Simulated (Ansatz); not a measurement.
Consider Al$_{2}$O$_{3}$ in the corundum structure (space group R-3c, No. 167).

```yaml
crystal:
  lattice:
    - [2.38689, 1.37807, 4.33822]
    - [-2.38689, 1.37807, 4.33822]
    - [0.00000, -2.75614, 4.33822]
  atoms:
    - { symbol: Al, position: [0.64792, 0.64792, 0.64792] }
    - { symbol: Al, position: [0.14792, 0.14792, 0.14792] }
    - { symbol: Al, position: [0.35208, 0.35208, 0.35208] }
    - { symbol: Al, position: [0.85208, 0.85208, 0.85208] }
    - { symbol: O, position: [0.75000, 0.44414, 0.05586] }
    - { symbol: O, position: [0.05586, 0.75000, 0.44414] }
    - { symbol: O, position: [0.25000, 0.55586, 0.94414] }
    - { symbol: O, position: [0.55586, 0.94414, 0.25000] }
    - { symbol: O, position: [0.94414, 0.25000, 0.55586] }
    - { symbol: O, position: [0.44414, 0.05586, 0.75000] }
```

Cartesian axes are those of the cell as printed.

Method: PBEsol in Ansatz (plane waves to 420 eV, PAW, no SOC).

Strains are applied to the cell and any free atomic positions relax; under biaxial strain the out-of-plane vector relaxes too.

One change was made to it. Results:

The energy goes up by 29 meV/atom; the band gap grows by 0.51 eV (6.03 eV → 6.54 eV); the width of the top valence band goes up by 0.09 eV to 0.72 eV.

### Question
Which of these changes matches the shifts?
A) biaxial strain −3.00 %, plane normal [001], relaxed out of plane
B) biaxial strain −2.25 %, plane normal [001], relaxed out of plane
C) biaxial strain −0.75 %, plane normal [001], relaxed out of plane

### Answer
A, biaxial strain −3.00 %, plane normal [001], relaxed out of plane. For comparison, the band gap in the other runs: biaxial strain −2.25 %, plane normal [001], relaxed out of plane gives 6.43 eV; biaxial strain −0.75 %, plane normal [001], relaxed out of plane gives 6.19 eV.

Whether these cells are dynamically stable was not tested.

Ansatz is a program for electronic structure.
